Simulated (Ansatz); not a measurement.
# Short convergence ladders for LaPd (Cm, 4 atoms in the cell)

```
LaPd
1.0
    1.98699    -5.50052     0.00000
    1.98699     5.50052     0.00000
    0.00000     0.00000     4.64436
La Pd
2 2
Direct
  0.86482   0.13518   0.76077
  0.13518   0.86482   0.25000
  0.58721   0.41279   0.75000
  0.41279   0.58721   0.25000
```

Base method: LDA (PW92), default PAW files made with PBE (plane waves; Ansatz, a program for electronic structure).

Base settings: basis.ecutwfc = 30.9 Ry; kpoints.mp_grid.grid = 7 7 5; hamiltonian.xc = lda; hamiltonian.pseudopotentials = {kind: paw} (the program's default PAW files); scf.occupations.method = gaussian; scf.occupations.width = 0.0073 Ry.

The count of work is k-points × plane waves × bands × iterations; it is no time. Core times come from one kind of shared machine, to one figure; runs under 30 s give none.

**Shifted k-point meshes**

In this ladder: kpoints.mp_grid.shift = 0.5 0.5 0.5.

Only quantities that move along the ladder and can be compared are tabulated.

```tsv
kpoints.mp_grid.grid	free energy less the last step's (meV/atom)	pressure (GPa)	largest difference of a force vector from the last step's (eV/Å)	count of work / last
2 2 1	359.95	-2.07	0.282	0.0049
2 2 2	-89.75	-5.95	0.157	0.0066
3 3 2	82.07	-4.40	0.193	0.015
4 4 3	-4.12	-4.82	0.033	0.035
5 5 4	-6.34	-4.78	0.058	0.066
7 7 6	-1.51	-4.75	0.037	0.18
13 13 10	0.00	-4.79	0.000	1.0
```

Coarsest kpoints.mp_grid.grid that holds the free energy within 5 meV/atom of the last step, with all finer ones: 7 7 6, at 0.18 of the last step's count of work; the step before is off by 6.3 meV/atom.

Coarsest kpoints.mp_grid.grid that holds the forces within 0.02 eV/Å: not settled: the last two steps still differ by 0.037 eV/Å, over half the tolerance, so the ladder does not show it.

Coarsest kpoints.mp_grid.grid that holds the pressure within 0.5 GPa of the last step, with all finer ones: 3 3 2, at 0.015 of the last step's count of work; the step before is off by 1.2 GPa.

**The k-point mesh at a smearing width of 0.05 eV**

In this ladder: scf.occupations.width = 0.0037 Ry.

The second cell is the first with its lattice scaled by 0.98.

Only quantities that move along the ladder and can be compared are tabulated.

| kpoints.mp_grid.grid | free energy less the last step's (meV/atom) | energy of the compressed cell less the first (meV/atom) | pressure (GPa) | largest difference of a force vector from the last step's (eV/Å) | count of work / last | core time / last (rough) |
|---|---|---|---|---|---|---|
| 3 3 3 | 14.80 | -25.12 | -4.70 | 0.079 | 0.025 | – |
| 4 4 3 | 7.21 | -20.57 | -4.39 | 0.072 | 0.043 | – |
| 5 5 4 | 7.05 | -24.70 | -4.75 | 0.021 | 0.083 | – |
| 7 7 5 | 0.26 | -25.64 | -4.84 | 0.013 | 0.18 | 0.2 |
| 10 10 8 | 0.84 | -24.65 | -4.75 | 0.011 | 0.57 | 0.6 |
| 12 12 10 | 0.00 | -25.44 | -4.83 | 0.000 | 1.0 | 1 |

Coarsest kpoints.mp_grid.grid that holds the free energy within 2 meV/atom of the last step, with all finer ones: 7 7 5, at 0.18 of the last step's count of work and about 0.2 of the last step's time; the step before is off by 7.1 meV/atom.

Coarsest kpoints.mp_grid.grid that holds the energy of the compressed cell less the first within 2 meV/atom of the last step, with all finer ones: 5 5 4, at 0.083 of the last step's count of work; the step before is off by 4.9 meV/atom.

Coarsest kpoints.mp_grid.grid that holds the pressure within 0.2 GPa of the last step, with all finer ones: 5 5 4, at 0.083 of the last step's count of work; the step before is off by 0.45 GPa.

Two neighbours can agree and both be off: 4 4 3 and 5 5 4 differ by 0.16 meV/atom in the free energy, yet lie about 7.1 meV/atom from the last step.

**The mesh under tetrahedron occupations**

In this ladder: scf.occupations.method = tetrahedron; scf.occupations.width = default.

Only quantities that move along the ladder and can be compared are tabulated.

```csv
kpoints.mp_grid.grid,free energy less the last step's (meV/atom),pressure (GPa),largest difference of a force vector from the last step's (eV/Å),count of work / last,core time / last (rough)
4 4 3,4.29,-4.66,0.040,0.020,–
5 5 4,4.89,-4.72,0.026,0.038,–
6 6 5,3.91,-4.87,0.034,0.057,–
9 9 7,0.19,-4.85,0.011,0.16,0.2
13 13 11,-0.01,-4.81,0.003,0.50,0.6
17 17 13,0.00,-4.80,0.000,1.0,1
```

Coarsest kpoints.mp_grid.grid that holds the forces within 0.02 eV/Å of the last step, with all finer ones: 9 9 7, at 0.16 of the last step's count of work and about 0.2 of the last step's time; the step before is off by 0.034 eV/Å.

Coarsest kpoints.mp_grid.grid that holds the free energy within 0.5 meV/atom of the last step, with all finer ones: 9 9 7, at 0.16 of the last step's count of work and about 0.2 of the last step's time; the step before is off by 3.9 meV/atom.

Coarsest kpoints.mp_grid.grid that holds the pressure within 0.1 GPa of the last step, with all finer ones: 5 5 4, at 0.038 of the last step's count of work; the step before is off by 0.15 GPa.

Two neighbours can agree and both be off: 4 4 3 and 5 5 4 differ by 0.60 meV/atom in the free energy, yet lie about 4.9 meV/atom from the last step.

On the base run: the starting cell comes from a database of computed structures (which also holds hypothetical and non-ambient phases and stackings), without a prior relaxation at this level. Its lattice was rescaled by up to half a per cent. One atom was moved a little off its site on purpose. Spin polarisation is off. In the base run, with a pressure of about -5 GPa the cell is away from its equilibrium volume at this level. Ansatz's pressure includes its estimate of the finite-basis (Pulay) stress.

Keys are those of Ansatz 0.2.
